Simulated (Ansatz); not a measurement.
An Ansatz (a program for electronic structure) run: NiSi2 with a change (pressure 7 GPa); PBE, PAW, 420 eV (Ansatz; without spin-orbit coupling).

Input:

Ansatz 0.2 input:
```yaml
crystal:
  lattice:
    - [0, 2.7046139239, 2.7046139239]
    - [2.7046139239, 0, 2.7046139239]
    - [2.7046139239, 2.7046139239, 0]
  atoms:
    - { symbol: Ni, position: [0, 0, 0] }
    - { symbol: Si, position: [0.25, 0.25, 0.25] }
    - { symbol: Si, position: [0.75, 0.75, 0.75] }
basis: { ecutwfc: 420, ecutrho_ratio: 4, xc_grid: 2, fft_grid_basis: typed }
kpoints: { mp_grid: { grid: [15, 15, 15] } }
hamiltonian:
  xc: pbe
  dispersion: none
  pseudopotentials: { kind: paw }
scf: { occupations: { method: fermi_dirac, width: 0.05 } }
relax: { f_tol: 0.01, max_steps: 60, cell: { stress_tol: 0.02, p_target: 7.0 } }
output: { forces: true, stress: true }
checkpoint: { write: state.ck, write_every: 1000 }
```

Output (explanatory and most iteration lines left out):

```
Relaxation: its limit of steps is 60 (relax.max_steps)
Pseudopotential: Ni, paw, valence charge 18
Pseudopotential: Si, paw, valence charge 4
Crystal: 3 atoms, lattice volume = 39.568 Å³
Basis set: ecut = 420 eV, 749 PW (Γ), exchange–correlation on 54×54×54 points (8 copies of the dense FFT grid, shifted against one another)
Bands: 17, of which v1, the nominal top of the filled ones, is band 13 counted from 1 (12 counted from 0)
Symmetry: 48 space group operations
Space group: Fm-3m (ITA 225), of the structure as read, at distance tolerance 3.4e-5 Å
k-points: 120 of 3375
Functional: x = pbe(κ = 0.804, μ = 0.2195149727645171), c = pbe(β = 0.06672455060314922)
SCF iter   1: F=—  HF=-7112.404215 eV  |F-HF|=—  |Δ(HF+E_count)|=         —  Δρ=1.13e-2  dr2=3.59e-2  ethr=1.77e-3  ⟨swp⟩=5.3  Hψ=10540  notcnv=0
SCF iter   2: F=—  HF=-7112.401313 eV  |F-HF|=—  |Δ(HF+E_count)|=   2.90e-3  Δρ=3.38e-3  dr2=4.21e-3  ethr=1.38e-4  ⟨swp⟩=2.0  Hψ=3434  notcnv=0
SCF 1 converged in 7 iterations: F = -7112.400904 eV  dr2 = 7.25e-8
relax step   1: F+E_penalty+E_count = -7112.40090361 eV  Δ(F+E_penalty+E_count) = +0.000e0 eV  max|allowed force component| = 3.855e-17 eV/Å  Δτ_max = 0.0000 Å  P = +2.999 GPa  Ω = 39.568 Å³  (7 SCF iters, dr2 threshold 1.00e-7 eV, accepted)
[... steps on the carried basis left out ...]
relax step   5: F+E_penalty+E_count = -7112.37252333 eV  Δ(F+E_penalty+E_count) = +2.590e-4 eV  max|allowed force component| = 6.476e-17 eV/Å  Δτ_max = 0.0000 Å  P = +6.996 GPa  Ω = 38.650 Å³  stress off target by 3.63e-3 GPa  SCF on the basis re-selected at this cell (its energy is not comparable with the rows above)  (6 SCF iters)
SCF converged after 6 iterations
Free energy (F): -7112.372523 eV
Internal energy: -7112.366695 eV  (E = F + TS)
E sigma→0 (E₀):  -7112.369609 eV
Entropy (-TS):   -0.005829 eV (-1.943 meV/atom)
Fermi energy:    13.699192 eV
--- Forces (eV/Å), atoms counted from 1 ---
  atom   1  Ni     0.00000000    -0.00000000    -0.00000000
  atom   2  Si    -0.00000000    -0.00000000     0.00000000
  atom   3  Si     0.00000000     0.00000000    -0.00000000
--- Stress (GPa, compression-positive) ---
        6.996368      -0.000000      -0.000000
       -0.000000       6.996368      -0.000000
       -0.000000      -0.000000       6.996368
  P = ⅓ Tr σ = 6.9964 GPa (69.964 kbar)
--- Relaxed structure (4 steps of the walk, 4 accepted, 1 SCFs on fresh bases) ---
  cell:  # Å, volume = 38.6501 Å³
    - [-3.501077892915368e-34, 2.683532802707283, 2.683532802707283]
    - [2.683532802707283, -1.7176976814019118e-34, 2.683532802707283]
    - [2.683532802707283, 2.683532802707283, -7.643058049343383e-35]
  atoms:
    - { symbol: Ni, position: [3.1215001140070996e-34, -3.247599477507671e-34, -2.0337385702809693e-34] }
    - { symbol: Si, position: [0.25000000000000006, 0.25000000000000006, 0.25000000000000006] }
    - { symbol: Si, position: [0.7500000000000001, 0.7500000000000001, 0.7500000000000001] }
```

Load acts through the strain it causes; cell and atoms are relaxed under it. No phonon test of stability was made. No other phases were tried under pressure. The final runs are not spin-polarised. The cell was made from NiSi2 (space group Fm-3m, No. 225; non-magnetic) by this change: pressure 7 GPa.
